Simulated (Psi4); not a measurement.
Psi4 1.11, HF/def2-svp: Hf(Cl)(OMe)2(OSiH3) (C[O][Hf]([Cl])([O]C)[O][SiH3]), 17 atoms. The geometry is a generated start, not checked to be a minimum at this level.

```yaml
task: energy
method: scf
basis: def2-svp
memory: 3 GB
maxiter: 100
keys_of_the_molecule_block: symmetry c1
scf_type: df (default)
diis_max_vecs: 10 (default)
e_convergence: 1e-06 (default)
d_convergence: 1e-06 (default)
effective_core_potentials: those of the basis set, past Kr
basis_functions: 183
```

```xyz
17

Hf     0.3048    -0.0963     0.8608
Cl    -0.1661     1.5470     2.3115
O     -1.3181    -0.6313     0.1345
C     -2.2467     0.4048    -0.0690
H     -1.7598     1.2948    -0.5093
H     -3.0205     0.0551    -0.7648
H     -2.7333     0.6791     0.8818
O      1.0792    -1.5443     1.7167
C      1.0356    -2.5970     0.7833
H      1.2372    -2.2128    -0.2394
H      1.7978    -3.3438     1.0410
H      0.0459    -3.0792     0.8026
O      1.3692     0.6260    -0.5153
Si     1.1447     1.9373    -1.4101
H      0.3605     1.5760    -2.6037
H      2.4687     2.4267    -1.7870
H      0.4009     2.9579    -0.6335
```

Charge 0 and multiplicity 1 are set for this test and not shown to be the ground state.

With the defaults (damping_percentage = 0, soscf = false, soscf_start_convergence = 0.01, level_shift = 0, level_shift_cutoff = 0.01, guess = auto, which took SAD, diis = true, scf_initial_accelerator = adiis) it converges in 8 SCF iterations. One run each on 2 threads, with these changes:
- level_shift = 0.1, level_shift_cutoff = 0.001
- soscf = true, soscf_start_convergence = 0.001
- guess = gwh
- soscf = true
- guess = modhuckel
- guess = core
- scf_initial_accelerator = none
- damping_percentage = 60, diis = false, scf_initial_accelerator = none
- damping_percentage = 60

### Question
Which of these changes keep the SCF from converging, or lead it to another solution?

### Answer
No convergence: damping_percentage = 60 (the run ends without SCF convergence in 100 iterations). The rest reach the solution of the defaults.

```csv
setting,SCF iterations,JK calls,end
soscf = true,5,16,same solution
"soscf = true, soscf_start_convergence = 0.001",6,17,same solution
the defaults,8,9,same solution
"level_shift = 0.1, level_shift_cutoff = 0.001",8,9,same solution
scf_initial_accelerator = none,8,9,same solution
guess = modhuckel,9,47,same solution
guess = core,13,13,same solution
guess = gwh,14,14,same solution
"damping_percentage = 60, diis = false, scf_initial_accelerator = none",54,55,same solution
damping_percentage = 60,100,101,no convergence
```

An SOSCF iteration holds several JK calls; a Hückel guess adds calls on atoms.
